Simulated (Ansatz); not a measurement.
Take BN in the zinc blende structure (space group F-43m, No. 216; a = 3.610 Å) as the base. Axes: x, y, z lie along the cube axes.

Method: r2SCAN/PAW in Ansatz (an electronic-structure program), no spin-orbit coupling.

For the base:

| Property | Result |
|---|---|
| Valence-band top at Γ | 0.00, 0.00, 0.00 eV |

It is then changed as follows: biaxial strain +2.50 %, plane normal [111], relaxed out of plane (Cartesian); in-plane vectors clamped, the third vector and the atoms free.

Q: Estimate the effect on the energy relative to the base.

A: The energy increases by 23 meV/atom.

Q: Estimate the effect on the valence-band top at Γ.

A: The valence-band top at Γ (three highest levels, from the VBM) changes from 0.00, 0.00, 0.00 eV to 0.00, -0.08, -0.08 eV.

Q: Estimate the effect on the out-of-plane strain.

A: The out-of-plane strain is -0.39 %.

Q: How does this affect the hole mass?

A: The hole mass comes out as 0.26 mₑ out of plane, 1.3 mₑ in plane (at Γ).

The levels and masses belong to the bands next to the band gap. Effective masses come from finite differences of ±0.01 Å⁻¹. No phonon test of stability was made.
